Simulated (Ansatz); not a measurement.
Base system: Sn in the diamond structure (space group Fd-3m, No. 227; a = 6.655 Å; relaxed with 0.1 eV smearing). Axes: x, y, z lie along the cube axes.

Method: plane-wave PAW DFT at the PBE level (Ansatz, an electronic-structure program, 420 eV), no SOC.

A first run, uniaxial strain ε_zz = +1.82 %, gives secant values C11 ≈ 53 GPa and C12 ≈ 24 GPa from its stress. A second run applies biaxial strain −2.10 %, plane normal [001], relaxed out of plane.

Question: What does linear elasticity predict for −ε⊥/ε∥ in the second run, and what does the run give?

Answer: Linear elasticity: 2 C12/C11 = 0.91. The run gives 0.97; any difference comes from nonlinear terms at these strains and numerical noise.

No phonon test of stability was made.
